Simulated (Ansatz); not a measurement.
# Effect of isotropic strain +2.95 % on AgBr

Start from AgBr in the rock salt structure (space group Fm-3m, No. 225; a = 5.841 Å).

It is then changed as follows: every lattice vector is stretched by 2.95 %; the atoms relax in the strained cell.

Calculations: PBE, PAW, 420 eV (Ansatz, a quantum-chemistry and plane-wave program; no spin-orbit coupling). k-mesh 10×10×10 (Γ-centred); smearing 0.05 eV (Fermi–Dirac).

```csv
quantity,base,changed,shift
volume per atom,24.91 Å³,27.18 Å³,+2.27 Å³
space group,Fm-3m (No. 225),Fm-3m (No. 225),–
energy relative to the base (free energy F),0 meV/atom,+21 meV/atom,+21 meV/atom
band gap,0.69 eV,0.74 eV,+0.05 eV
gap character,"indirect, L → Γ","indirect, L → Γ",–
smallest direct gap,2.44 eV,2.20 eV,-0.24 eV
mean gap deformation potential ΔEg/Δln V,–,+0.6 eV,–
width of the top valence band,2.16 eV,1.97 eV,-0.184 eV
electron mass,0.19 mₑ (at Γ),0.20 mₑ (at Γ),–
"valley order (the lowest conduction-band minima on the path, energy above the VBM, named in the base's zone)",Γ 0.69 eV; X along ⟨100⟩ 1.71 eV,Γ 0.74 eV; X along ⟨100⟩ 1.87 eV,–
```

Masses are band curvatures over ±0.01 Å⁻¹ around the edge. No phonon test of stability was made.
